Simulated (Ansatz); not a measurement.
An Ansatz (a quantum-chemistry and plane-wave program) input for hcp Y (0 0 1) on rock-salt PbS (1 1 1) (film strained to the substrate, started from cuts of the bulks and a machine-learned relaxation; slabs Pb12S12 and Y16, which can lie off the formulas):

Ansatz 0.2 input:
```yaml
crystal:
  lattice:
    - [7.3588639, 0.0, -0.003652779]
    - [3.6794318, 6.3729631, -0.011241797]
    - [-0.932590579, -1.277193461, 25.316870265]
  atoms:
    - { symbol: Pb, position: [0.655030054, 0.736049809, 0.105045751] }
    - { symbol: Pb, position: [0.336911992, 0.392158628, 0.122003512] }
    - { symbol: Pb, position: [0.016302372, 0.055362148, 0.104952519] }
    - { symbol: Pb, position: [0.678884858, 0.423835511, 0.253004003] }
    - { symbol: Pb, position: [0.340124684, 0.095807103, 0.253037755] }
    - { symbol: Pb, position: [0.002674762, 0.760800309, 0.253093934] }
    - { symbol: Pb, position: [0.675979322, 0.120913042, 0.389060773] }
    - { symbol: Pb, position: [0.34486558, 0.789368588, 0.391830502] }
    - { symbol: Pb, position: [0.013438897, 0.451439446, 0.392021216] }
    - { symbol: Pb, position: [0.674789038, 0.888261923, 0.529646683] }
    - { symbol: Pb, position: [0.40568973, 0.418369357, 0.529690151] }
    - { symbol: Pb, position: [-0.075474615, 0.15320115, 0.531244334] }
    - { symbol: S, position: [0.67565, 0.318592693, 0.031472387] }
    - { symbol: S, position: [0.339598847, 0.123798574, 0.017364729] }
    - { symbol: S, position: [-0.006462753, 0.658011788, 0.032023663] }
    - { symbol: S, position: [0.688733109, 0.056596431, 0.1661652] }
    - { symbol: S, position: [0.337572619, 0.756410945, 0.166193978] }
    - { symbol: S, position: [-0.013735859, 0.406996183, 0.166478532] }
    - { symbol: S, position: [0.674801839, 0.774724252, 0.311858529] }
    - { symbol: S, position: [0.344179646, 0.435742907, 0.311030867] }
    - { symbol: S, position: [0.007137523, 0.104852983, 0.311870196] }
    - { symbol: S, position: [0.678530261, 0.468177239, 0.448503914] }
    - { symbol: S, position: [0.345030309, 0.132760756, 0.450602005] }
    - { symbol: S, position: [0.014656851, 0.795887686, 0.447693157] }
    - { symbol: Y, position: [0.118941213, 0.715962262, 0.617905471] }
    - { symbol: Y, position: [0.662215233, 0.629458453, 0.617687615] }
    - { symbol: Y, position: [0.210808253, 0.171515376, 0.618555137] }
    - { symbol: Y, position: [0.663149545, 0.17730736, 0.632073578] }
    - { symbol: Y, position: [0.326641292, 0.862362659, 0.734903586] }
    - { symbol: Y, position: [0.808287821, 0.865066281, 0.735771005] }
    - { symbol: Y, position: [0.323458866, 0.384941133, 0.736856041] }
    - { symbol: Y, position: [0.850372623, 0.35358091, 0.737045181] }
    - { symbol: Y, position: [0.131254285, 0.730522078, 0.846727044] }
    - { symbol: Y, position: [0.673796211, 0.713758811, 0.848331835] }
    - { symbol: Y, position: [0.184828999, 0.221015989, 0.848890865] }
    - { symbol: Y, position: [0.664184526, 0.243970759, 0.853728841] }
    - { symbol: Y, position: [0.329290304, 0.873747995, 0.94625321] }
    - { symbol: Y, position: [0.770509661, 0.960590437, 0.97001126] }
    - { symbol: Y, position: [0.331044767, 0.440440611, 0.96911494] }
    - { symbol: Y, position: [0.890723929, 0.404006749, 0.969226898] }
basis:
  ecutwfc: 420
  ecutrho_ratio: 4
  xc_grid: 2
kpoints:
  mp_grid: { grid: [4, 4, 1] }
hamiltonian:
  xc: pbe
  dispersion: none
  pseudopotentials: { kind: paw }
scf:
  n_extra_bands: 52
  occupations: { method: fermi_dirac, width: 0.05 }
output:
  forces: true
  stress: true
  eigenstates:
    kpoints:
      - [0, 0, 0]
      - [0.5, 0, 0]
      - [0, 0.5, 0]
      - [0.5, 0.5, 0]
    e_range: [-3.5, 3.5]
    localisation: true
relax:
  f_tol: 0.04
  max_steps: 70
  cell: { fix: [a, b, gamma], stress_tol: 0.3 }
```

The numbers are results of PBE (plane waves to 420 eV, PAW; Ansatz), not measurements. No spin–orbit coupling; the runs are not spin-polarised. Its k-point mesh 4×4×1, Fermi–Dirac width 0.05 eV.

### Question
What does the end of the output print (band table and long remarks left out, numbers rounded to eight decimals)?

### Answer
```
SCF converged after 6 iterations
Free energy (F): -215295.639235 eV
Harris-Foulkes:  -215295.639235 eV  (|F-HF|=1.02e-8)
Internal energy: -215295.342914 eV  (E = F + TS)
E sigma→0 (E₀):  -215295.491074 eV
Entropy (-TS):   -0.296321 eV (-7.408 meV/atom)
Fermi energy:    8.290008 eV
--- Per-component energies (eV) ---
  E_band       = -2974.086687
  E_kinetic    = 9592.897892
  E_local      = -26818.292580  (includes V_loc(G=0)·N_el)
  E_nonlocal   = 5341.794606
  E_hartree    = 9810.732244
  E_xc         = -6578.827150
  E_vxc        = -5809.502008  (∫ρ·V_xc dr)
  E_paw        = -177261.234773  (= ΣΔE_a)
  E_vpaw       = -4902.449583  (= ΣTr[D̂ρ^β])
  E_aug_tail   = 0.000645  (compensation charges beyond the density's cutoff)
  E_ewald      = -29382.413799
  E_smearing   = -0.296321  (= −TS)
  E_closure    = 0.000000  (closes the sum)
  Σ components = -215295.639235   (vs F -215295.639235, Δ=0.00e0)
--- Forces (eV/Å), atoms counted from 1 ---
  atom   1  Pb     0.00148503    -0.00535534    -0.00908209
  atom   2  Pb     0.00445576     0.00184974    -0.02257964
  atom   3  Pb     0.00273567    -0.00185801    -0.00596702
  atom   4  Pb    -0.00641747    -0.00147607    -0.00833677
  atom   5  Pb     0.00641537    -0.01050415    -0.00938429
  atom   6  Pb     0.00592158     0.00465514    -0.01131546
  atom   7  Pb     0.00003781    -0.00061509     0.00988631
  atom   8  Pb    -0.00184180     0.00795918     0.00744997
  atom   9  Pb     0.00151813     0.00402939     0.00020776
  atom  10  Pb    -0.01162454    -0.01880570     0.02186416
  atom  11  Pb    -0.01404314     0.01378808     0.02243800
  atom  12  Pb     0.01831851    -0.00247264     0.03111479
  atom  13  S     -0.00518358    -0.00203404     0.00050744
  atom  14  S      0.00404147     0.01363625     0.02150339
  atom  15  S     -0.01093475    -0.00029691    -0.00032012
  atom  16  S      0.00334138    -0.00011856     0.00873969
  atom  17  S      0.00204603    -0.00107709     0.01879628
  atom  18  S     -0.01275428     0.00831852     0.01037637
  atom  19  S      0.00037703     0.00844182    -0.00305466
  atom  20  S     -0.00009996    -0.00214757    -0.00125924
  atom  21  S     -0.00597771    -0.00223739     0.00040966
  atom  22  S     -0.00164938     0.00196635    -0.02738091
  atom  23  S     -0.00790646    -0.00815800    -0.01523341
  atom  24  S      0.00995209    -0.00938984    -0.02577938
  atom  25  Y      0.01593306    -0.00869283     0.00884608
  atom  26  Y      0.01013749     0.02194207     0.00829269
  atom  27  Y     -0.02297571    -0.00460837    -0.00932392
  atom  28  Y      0.00109882     0.00514685     0.02114372
  atom  29  Y     -0.00675316     0.00107901    -0.00185395
  atom  30  Y     -0.01173653    -0.00277241    -0.00022693
  atom  31  Y      0.00762474     0.00793755    -0.01656926
  atom  32  Y      0.00788563    -0.00404355    -0.02070886
  atom  33  Y     -0.00416969     0.00135943    -0.00068445
  atom  34  Y      0.01039243     0.00258676    -0.00133032
  atom  35  Y     -0.00663232    -0.00785210     0.00741319
  atom  36  Y     -0.00316088     0.00902456     0.00797470
  atom  37  Y     -0.00829508    -0.00109449    -0.00806148
  atom  38  Y      0.00842843    -0.00730347    -0.00636444
  atom  39  Y      0.01643525     0.00966316     0.00039598
  atom  40  Y      0.00358024    -0.02047211    -0.00277116
  max |Σ_I F_I| component: 2.28e-4 eV/Å
--- Stress (GPa, compression-positive) ---
        0.029566       0.059334       0.003451
        0.059334      -0.181509      -0.002862
        0.003451      -0.002862      -0.004894
  P = ⅓ Tr σ = -0.0523 GPa (-0.523 kbar)
--- Relaxed structure (15 steps of the walk, 14 accepted, 1 SCFs on fresh bases) ---
  F+E_penalty+E_count = -215295.63923480 eV   max|allowed force component| = 3.112e-2 eV/Å   (the final SCF, on the basis selected at the relaxed cell)
  cell:  # Å, volume = 1232.8817 Å³
    - [7.35882980, 0.00017993, 0.02269851]
    - [3.67950300, 6.37258743, -0.06626143]
    - [-0.84146906, -1.54655893, 26.30699076]
  atoms:
    - { symbol: Pb, position: [0.68115498, 0.70627589, 0.11049559] }
    - { symbol: Pb, position: [0.35417220, 0.36786235, 0.11265652] }
    - { symbol: Pb, position: [0.02210912, 0.03557101, 0.11134327] }
    - { symbol: Pb, position: [0.67859690, 0.41174834, 0.24927004] }
    - { symbol: Pb, position: [0.34479137, 0.07604333, 0.24910568] }
    - { symbol: Pb, position: [0.01328517, 0.74420970, 0.24916283] }
    - { symbol: Pb, position: [0.67295642, 0.11657679, 0.38339074] }
    - { symbol: Pb, position: [0.34164525, 0.78195554, 0.39117687] }
    - { symbol: Pb, position: [0.00686108, 0.45039963, 0.38513838] }
    - { symbol: Pb, position: [0.84428853, 0.84600611, 0.53791018] }
    - { symbol: Pb, position: [0.35476916, 0.28921468, 0.53834987] }
    - { symbol: Pb, position: [-0.19937609, 0.33524937, 0.53841201] }
    - { symbol: S, position: [0.65571038, 0.35043238, 0.02473503] }
    - { symbol: S, position: [0.44526069, 0.03999370, 0.02741641] }
    - { symbol: S, position: [0.00243411, 0.62201610, 0.02691217] }
    - { symbol: S, position: [0.69483667, 0.04615581, 0.16550958] }
    - { symbol: S, position: [0.33920831, 0.73537288, 0.16874850] }
    - { symbol: S, position: [0.01421621, 0.37616323, 0.16550570] }
    - { symbol: S, position: [0.67291610, 0.75804108, 0.30447573] }
    - { symbol: S, position: [0.34273738, 0.43293849, 0.30483908] }
    - { symbol: S, position: [0.01344573, 0.09003882, 0.30381329] }
    - { symbol: S, position: [0.67996756, 0.45413812, 0.44060035] }
    - { symbol: S, position: [0.34114537, 0.14059822, 0.44017951] }
    - { symbol: S, position: [-0.00707641, 0.80246416, 0.44024034] }
    - { symbol: Y, position: [0.16517414, 0.67712285, 0.63350397] }
    - { symbol: Y, position: [0.66254813, 0.69033006, 0.63368028] }
    - { symbol: Y, position: [0.15317342, 0.18778963, 0.63374419] }
    - { symbol: Y, position: [0.66193269, 0.18505900, 0.63484544] }
    - { symbol: Y, position: [0.32175055, 0.88062181, 0.74110819] }
    - { symbol: Y, position: [0.82493366, 0.88151353, 0.74039888] }
    - { symbol: Y, position: [0.32235049, 0.38194522, 0.74018142] }
    - { symbol: Y, position: [0.82034817, 0.38792418, 0.74085036] }
    - { symbol: Y, position: [0.14435204, 0.74247502, 0.84971226] }
    - { symbol: Y, position: [0.65077393, 0.75688313, 0.84943112] }
    - { symbol: Y, position: [0.15271190, 0.25094352, 0.84739404] }
    - { symbol: Y, position: [0.65366893, 0.24950271, 0.84629688] }
    - { symbol: Y, position: [0.30505725, 0.93923823, 0.94771251] }
    - { symbol: Y, position: [0.79782325, 0.95886005, 0.97322917] }
    - { symbol: Y, position: [0.32356371, 0.42785680, 0.96185430] }
    - { symbol: Y, position: [0.82419817, 0.45883587, 0.95564012] }
```

Cost: around 60 core-minutes (rough).
